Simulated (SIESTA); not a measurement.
# SIESTA run on BaMg2Sb2 (P-3m1, 5 atoms in the cell): self-consistent single point

Level of theory: SIESTA 5.4.2 with LDA PW92, numerical atomic orbitals DZP, PseudoDojo LDA standard norm-conserving potentials (rewritten from UPF to PSML).

Input as run:

```
# files in the folder: Ba.psml Mg.psml Sb.psml (PseudoDojo LDA standard)
SystemName  Ba(MgSb)2
SystemLabel siesta

NumberOfAtoms                5
NumberOfSpecies              3
%block ChemicalSpeciesLabel
  1 56 Ba
  2 12 Mg
  3 51 Sb
%endblock ChemicalSpeciesLabel
LatticeConstant              4.784144 Ang
%block LatticeVectors
     1.000000000    0.000000000    0.000000000
    -0.500000000    0.866025563    0.000000000
     0.000000000    0.000000000    1.710082723
%endblock LatticeVectors
AtomicCoordinatesFormat      Ang
%block AtomicCoordinatesAndAtomicSpecies
     0.000000000    0.000000000    0.000000000  1
     2.392074392    1.381062286    3.081561678  2
    -0.000002392    2.762128714    5.099720322  2
     2.392074392    1.381062286    5.976508314  3
    -0.000002392    2.762128714    2.204773686  3
%endblock AtomicCoordinatesAndAtomicSpecies

XC.functional                LDA
XC.authors                   PW92
PAO.BasisSize                DZP
PAO.EnergyShift              0.01 Ry
MeshCutoff                   350 Ry
%block kgrid.MonkhorstPack
    6   0   0  0.0
    0   6   0  0.0
    0   0   3  0.0
%endblock kgrid.MonkhorstPack
OccupationFunction           FD
ElectronicTemperature        10 K

MaxSCFIterations             150
SCF.Mixer.Method             Broyden
SCF.Mixer.Weight             0.1
SCF.Mixer.History            6
SCF.DM.Tolerance             1.0E-04
Diag.ParallelOverK           true
WriteForces                  true
```

Output, abridged:

```
reinit: Reading from file input.fdf

reinit: System Name: Ba(MgSb)2
reinit: System Label: siesta

coor:   Atomic-coordinates input format  =     Cartesian coordinates
coor:                                          (in Angstroms)

siesta: Atomic coordinates (Bohr) and species
siesta:      0.00000   0.00000   0.00000  1        1
siesta:      4.52037   2.60983   5.82331  2        2
siesta:     -0.00000   5.21967   9.63707  2        3
siesta:      4.52037   2.60983  11.29396  3        4
siesta:     -0.00000   5.21967   4.16642  3        5

siesta: System type = bulk

initatomlists: Number of atoms, orbitals, and projectors:      5    63    70

siesta: ******************** Simulation parameters ****************************
redata: Spin configuration                          = none
redata: Time-Reversal Symmetry                      = T
redata: Number of Atomic Species                    =        3
redata: Mesh Cutoff                                 =   350.0000 Ry
redata: Net charge of the system                    =     0.0000 |e|
redata: Min. number of SCF Iter                     =        0
redata: Max. number of SCF Iter                     =      150
redata: SCF convergence failure will abort job
redata: SCF mix quantity                            = Hamiltonian
redata: Mix DM or H after convergence               =   F
redata: Recompute H after scf cycle                 =   F
redata: Mix DM in first SCF step                    =   T
redata: No kicks to SCF
redata: DM Mixing Weight for Kicks                  =     0.5000
redata: Require Harris convergence for SCF          =   F
redata: Harris energy tolerance for SCF             =     0.000100 eV
redata: Require DM convergence for SCF              =   T
redata: DM tolerance for SCF                        =     0.000100
redata: Require EDM convergence for SCF             =   F
redata: EDM tolerance for SCF                       =     0.001000 eV
redata: Require H convergence for SCF               =   T
redata: Hamiltonian tolerance for SCF               =     0.001000 eV
redata: Require (free) Energy convergence for SCF   =   F
redata: (free) Energy tolerance for SCF             =     0.000100 eV
redata: Using DFT-D3 dispersion                     =   F
redata: Using Saved Data (generic)                  =   F
redata: Method of Calculation                       = Diagonalization
redata: Electronic Temperature                      =    10.0000 K
redata: Number of TDED substeps                     =        3
redata: Dynamics option                             = Single-point calculation
redata: Save all siesta data in one NC              =   F
redata: ***********************************************************************

%block SCF.Mixers
  Broyden
%endblock SCF.Mixers

%block SCF.Mixer.Broyden
  # Mixing method
  method broyden

  # Mixing options
  weight 0.1000
  weight.linear 0.1000
  weight.prime 0.1000
  history 6
%endblock SCF.Mixer.Broyden

DM_history_depth set to one: no extrapolation allowed by default for geometry relaxation
Size of DM history Fstack: 1
Total number of electrons:    60.000000
Total ionic charge:    60.000000

* ProcessorY, Blocksize:    1  64

* Orbital distribution balance (max,min):    63    63

k-point displ. along   1 input, could be:     0.00    0.50
k-point displ. along   2 input, could be:     0.00    0.50
 Kpoints in:           72 . Kpoints trimmed:           60

siesta: k-grid: Number of k-points = 60
siesta: k-points from Monkhorst-Pack grid
siesta: k-cutoff (effective) =    12.272 Ang
siesta: k-point supercell and displacements
siesta: k-grid:     6     0     0      0.000
siesta: k-grid:     0     6     0      0.000
siesta: k-grid:     0     0     3      0.000

diag: Algorithm                                     = D&C
diag: Parallel over k                               =   F
diag: Use parallel 2D distribution                  =   F
diag: Parallel block-size                           = 64
diag: Parallel distribution                         =     1 x     1
diag: Used triangular part                          = Lower
diag: Absolute tolerance                            =  0.100E-15
diag: Orthogonalization factor                      =  0.100E-05
diag: Memory factor                                 =  1.0000

superc: Internal auxiliary supercell:     5 x     5 x     3  =      75
superc: Number of atoms, orbitals, and projectors:    375   4725   5250

                        Single-point calculation

superc: Internal auxiliary supercell:     5 x     5 x     3  =      75
superc: Number of atoms, orbitals, and projectors:    375   4725   5250

outcell: Unit cell vectors (Ang):
        4.784144    0.000000    0.000000
       -2.392072    4.143191    0.000000
        0.000000    0.000000    8.181282

outcell: Cell vector modules (Ang)   :    4.784144    4.784145    8.181282
outcell: Cell angles (23,13,12) (deg):     90.0000     90.0000    120.0000
outcell: Cell volume (Ang**3)        :    162.1663
new_DM -- step:     1
Initializing Density Matrix...

Attempting to read DM from file... Failed...
DM filled with atomic data:

InitMesh: MESH = 48 x 48 x 96 = 221184
InitMesh: Mesh cutoff (required, used) =   350.000   370.949 Ry

stepf: Fermi-Dirac step function

        iscf     Eharris(eV)        E_KS(eV)     FreeEng(eV)     dDmax    Ef(eV) dHmax(eV)
   scf:    1    -8919.583876    -8923.704538    -8923.704538  1.659116 -3.905265  5.612064
   scf:    2    -8924.181861    -8923.954738    -8923.954738  0.018698 -4.209575  4.645333
   scf:    3    -8924.471060    -8924.309065    -8924.309065  0.070227 -2.922689  1.468985
   scf:    4    -8924.420275    -8924.382265    -8924.382265  0.049566 -3.500840  0.549288
   scf:    5    -8924.370069    -8924.379416    -8924.379416  0.009330 -3.725881  0.357343
   scf:    6    -8924.393778    -8924.390306    -8924.390306  0.010976 -3.808798  0.038239
   scf:    7    -8924.390343    -8924.390327    -8924.390327  0.000349 -3.810345  0.028662
   scf:    8    -8924.390370    -8924.390350    -8924.390350  0.001105 -3.812085  0.012189
   scf:    9    -8924.390365    -8924.390358    -8924.390358  0.000985 -3.813072  0.000911
   scf:   10    -8924.390358    -8924.390358    -8924.390358  0.000090 -3.813151  0.000466

SCF Convergence by DM+H criterion
max |DM_out - DM_in|         :     0.0000897548
max |H_out - H_in|      (eV) :     0.0004658047
SCF cycle converged after 10 iterations

Using DM_out to compute the final energy and forces

siesta: E_KS(eV) =            -8924.3904

siesta: E_KS - E_eggbox =     -8924.3904

siesta: Atomic forces (eV/Ang):
     1    0.000000   -0.000000    0.000000
     2   -0.000021    0.000011   -0.066166
     3    0.000021   -0.000011    0.066166
     4    0.000037   -0.000008    0.182809
     5   -0.000037    0.000008   -0.182809
   Tot    0.000000   -0.000000    0.000000
   Max    0.182809
   Res    0.070990    sqrt( Sum f_i^2 / 3N )
   Max    0.182809    constrained

Stress tensor Voigt[x,y,z,yz,xz,xy] (kbar):        9.55        9.55        6.27        0.00       -0.00       -0.00
(Free)E + p*V (eV/cell)    -8925.2461
Target enthalpy (eV/cell)    -8924.3904

siesta: Program's energy decomposition (eV):
siesta: Ebs     =     -1819.564056
siesta: Eions   =     11384.058697
siesta: Ena     =      1223.289266
siesta: Ekin    =      4884.824166
siesta: Enl     =     -1897.936467
siesta: Eso     =         0.000000
siesta: Edftu   =         0.000000
siesta: DEna    =        59.348246
siesta: DUscf   =         1.735279
siesta: DUext   =         0.000000
siesta: Ex      =     -1658.027000
siesta: Ec      =      -153.565151
siesta: Exc     =     -1811.592151
siesta: Eharris =     -8924.390358
siesta: Etot    =     -8924.390358
siesta: FreeEng =     -8924.390358

siesta: Atomic forces (eV/Ang):
siesta:      1    0.000000   -0.000000    0.000000
siesta:      2   -0.000021    0.000011   -0.066166
siesta:      3    0.000021   -0.000011    0.066166
siesta:      4    0.000037   -0.000008    0.182809
siesta:      5   -0.000037    0.000008   -0.182809
siesta: ----------------------------------------
siesta:    Tot    0.000000   -0.000000    0.000000

siesta: Stress tensor (static) (eV/Ang**3):
siesta:     0.005959   -0.000000   -0.000001
siesta:    -0.000000    0.005959    0.000000
siesta:    -0.000001    0.000000    0.003913

siesta: Cell volume =        162.166282 Ang**3

siesta: Pressure (static):
siesta:                Solid            Molecule  Units
siesta:          -0.00005747         -0.00007590  Ry/Bohr**3
siesta:          -0.00527703         -0.00696886  eV/Ang**3
siesta:          -8.45473895        -11.16534866  kBar
```

The run converged in 10 iterations.

The starting cell comes from a database of computed structures (which also holds hypothetical and non-ambient phases and stackings), without a prior relaxation at this level. Its lattice was rescaled by up to half a per cent. Values carry the incompleteness of an atom-centred basis.
